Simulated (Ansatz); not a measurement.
**Effective masses and thermopower of SnS (Pnma)**

Consider the following.

```yaml
crystal:
  lattice:
    - [11.09824, 0.00000, 0.00000]
    - [0.00000, 3.98497, 0.00000]
    - [0.00000, 0.00000, 4.23178]
  atoms:
    - { symbol: Sn, position: [0.61863, 0.25000, 0.39025] }
    - { symbol: Sn, position: [0.38137, 0.75000, 0.60975] }
    - { symbol: Sn, position: [0.88137, 0.75000, 0.89025] }
    - { symbol: Sn, position: [0.11863, 0.25000, 0.10975] }
    - { symbol: S, position: [0.35333, 0.25000, 0.02478] }
    - { symbol: S, position: [0.64667, 0.75000, 0.97522] }
    - { symbol: S, position: [0.14667, 0.75000, 0.52478] }
    - { symbol: S, position: [0.85333, 0.25000, 0.47522] }
```

Level of theory: PBEsol, rigid bands (plane waves, PAW, scalar-relativistic; Ansatz, a quantum-chemistry and plane-wave program). Cell: cell and atoms relaxed with PBEsol.

```
Item                                                                                                                                                                Result
---------------------------------------------------------------------------------------------------------------------------------------  ---------------------------------
band gap                                                                                                                                                           0.55 eV
electron conductivity mass (300 K, dilute)                                                                                                0.34 (x), 0.103 (y), 0.20 (z) mₑ
hole conductivity mass (300 K, dilute)                                                                                                   1.76 (x), 0.160 (y), 0.195 (z) mₑ
effective density of states N_c (300 K)                                                                                                                        5.5e18 cm⁻³
effective density of states N_v (300 K)                                                                                                                        1.2e19 cm⁻³
density-of-states mass, electrons                                                                                                                                  0.36 mₑ
density-of-states mass, holes                                                                                                                                      0.60 mₑ
Seebeck coefficient, n-type 1e19 cm⁻³, 300 K                                                                                                                     -214 μV/K
best n-type power factor at 300 K for τ = 10 fs (best axis; densities from 1e16 to 1e21 cm⁻³ tried, whether or not they can be reached)         30 μW/(cm·K²) at 3e20 cm⁻³
Seebeck coefficient, p-type 1e19 cm⁻³, 300 K                                                                                                                      252 μV/K
best p-type power factor at 300 K for τ = 10 fs (best axis; densities from 1e16 to 1e21 cm⁻³ tried, whether or not they can be reached)         21 μW/(cm·K²) at 1e20 cm⁻³
```

Rigid bands; masses and Seebeck coefficients take one relaxation time τ for all states and one kind of carrier; polarons and phonon drag are left out. Spin-orbit coupling is left out; where it splits the top of the valence band, N_v and the p-type Seebeck coefficient come out somewhat high without it.
